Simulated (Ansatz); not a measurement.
The starting structures come from a database of crystals and need not be the phases stable at ambient conditions.

The decay constant κ of evanescent states in the gap governs leakage through a thin film.

Here is the system:

```
NaS
1.0
    5.34685     0.00000     0.00000
    0.00000    13.10825     0.00000
    0.00000     6.55412     3.78403
Na S
6 6
Cartesian
  0.00000  11.07496   1.17392
  0.00000   6.55412   1.43619
  0.00000   2.03329   1.17392
  2.67342   8.89866   2.43040
  2.67342  13.10825   2.70724
  2.67342   4.20958   2.43040
  3.73328   0.00000   0.00000
  1.61357   0.00000   0.00000
  4.27876  15.29296   3.78403
  1.06809  15.29296   3.78403
  4.27876   4.36941   0.00000
  1.06809   4.36941   0.00000
```

Space group of this cell: P-62m. The cell is taken as given.

Transport runs along the normal of the first two printed cell vectors, the (110) plane of the conventional cell.

The gap is the functional's own, uncorrected, and κ follows it; spin-orbit coupling is left out. Mid-gap values are interpolated between the computed energies.

Question: Give the band gap and the smallest decay constant κ at mid-gap that r2SCAN (Ansatz, an electronic-structure program) yields.

Answer: Gap 1.20 eV on a 6×8×8 mesh; κ = 0.315 1/Å, at (0.500, 0.000) of the in-plane reciprocal vectors. At the zone centre, at the nearest computed energy, the slowest state has κ = 0.32 1/Å.
